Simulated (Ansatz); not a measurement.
**PBE-D3(BJ) against PBEsol-D3(BJ): As**

Start from As in the A7 type structure (space group R-3m, No. 166; a = 3.783 Å, c = 10.109 Å (hexagonal axes); layered).

(Cell as relaxed with PBE-D3(BJ).)

Levels (all Ansatz, a quantum-chemistry and plane-wave program, PAW): PBE-D3(BJ) (420 eV, no spin-orbit coupling); PBEsol-D3(BJ) (420 eV, without spin-orbit coupling).

Each level relaxes its own structure.

| quantity | PBE-D3(BJ) | PBEsol-D3(BJ) |
|---|---|---|
| volume per atom | 20.89 Å³ | [?] |
| lattice parameter a | 3.783 Å | [?] |
| lattice parameter c | 10.109 Å | [?] |
| band gap | zero | [?] |

### Question
What does PBEsol-D3(BJ) give?

### Answer

- volume per atom, PBEsol-D3(BJ): 19.75 Å³
- lattice parameter a, PBEsol-D3(BJ): 3.745 Å
- lattice parameter c, PBEsol-D3(BJ): 9.754 Å
- band gap, PBEsol-D3(BJ): zero

PBE-D3(BJ)'s volume per atom lies 1.14 Å³ above PBEsol-D3(BJ)'s (5.8 %); PBE-D3(BJ)'s lattice parameter a lies 0.038 Å above PBEsol-D3(BJ)'s (1.0 %); PBE-D3(BJ)'s lattice parameter c lies 0.355 Å above PBEsol-D3(BJ)'s (3.6 %); the two agree on the band gap. Neither level is exact; PBEsol-D3(BJ) is the comparison here, not a measurement.

Stability against distortions was not tested.
